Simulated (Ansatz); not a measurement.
```
CELL_PARAMETERS angstrom
      5.02123    -0.00115    -0.02087
     -2.51047     4.34738    -0.11559
     -2.82035     1.02024    26.46317
ATOMIC_POSITIONS crystal
  Si 0.92978 0.37249 0.06716
  Si 0.52946 0.41247 0.20603
  Si 0.44206 0.89196 0.13668
  O  0.16255 0.31667 0.03678
  O  0.57674 0.73119 0.17914
  O  0.68391 0.05314 0.09360
  O  0.74132 0.47956 0.02317
  O  0.39484 0.14540 0.16353
  O  0.10927 0.63620 0.11026
  Si 0.04607 0.36446 0.27548
  Si 0.64594 0.40332 0.41442
  Si 0.56083 0.88415 0.34492
  O  0.28698 0.30336 0.24896
  O  0.69206 0.72173 0.38764
  O  0.80611 0.04597 0.30238
  O  0.86241 0.47331 0.23250
  O  0.51390 0.13789 0.37173
  O  0.22865 0.63142 0.31794
  Si 0.16088 0.35286 0.48372
  Si 0.67543 0.87615 0.55326
  O  0.40110 0.29138 0.45707
  O  0.80791 0.71242 0.59719
  O  0.91644 0.03378 0.50997
  O  0.97939 0.46610 0.44105
  O  0.63225 0.12299 0.58346
  O  0.34345 0.61539 0.52688
  Cu 0.48691 0.97420 0.65035
  Cu 0.01040 0.98670 0.65653
  Cu 0.49978 0.48059 0.65169
  Cu 0.98752 0.46008 0.63359
  Cu 0.86299 0.64389 0.73268
  Cu 0.35260 0.64351 0.72617
  Cu 0.86194 0.15050 0.72945
  Cu 0.36785 0.14956 0.73150
  Cu 0.23774 0.31299 0.80945
  Cu 0.74002 0.30912 0.81168
  Cu 0.24064 0.81061 0.81060
  Cu 0.73492 0.81161 0.80921
  Cu 0.61372 0.96792 0.89372
  Cu 0.11476 0.97855 0.88875
  Cu 0.61096 0.47567 0.88804
  Cu 0.11869 0.47588 0.89134
  Cu 0.98897 0.65891 0.96423
  Cu 0.47418 0.64631 0.98704
  Cu 0.97976 0.13674 0.97002
  Cu 0.48560 0.14866 0.96831
```

The first 26 atoms are the substrate (SiO2-q), the rest the film (Cu).

Computed with PBE (plane waves to 420 eV, PAW; Ansatz, an electronic-structure program). Spin–orbit coupling is left out; the runs are not spin-polarised; PBE gaps are too small against experiment. Its k-point mesh 6×6×1, Fermi–Dirac width 0.05 eV.

Task: Describe the bonding at the interfaces and give the barriers.

Result: A periodic stack without vacuum, fcc Cu (1 1 1) on alpha quartz (0 0 1) (film strained to the substrate, faces as cut): substrate slab Si8O18, film Cu20, surface cells [[1, 0], [0, 1]] and [[0, -2], [2, 0]], film strained by -2.2 and -2.2 %, faces O/O and Cu/Cu as cut (like faces can put a slab off its formula).
* **interface area**: 21.8 Å²
* **period**: 26.47 Å
* **gaps between the outermost planes at the two interfaces**: 0.96 and 0.96 Å
* **Cu–O contacts across the interfaces within 1.22 times the sum of covalent radii**: 10, mean 2.04 Å
* **hole barrier (PBE)**: 2.18 eV
* **electron barrier (PBE)**: 3.50 eV
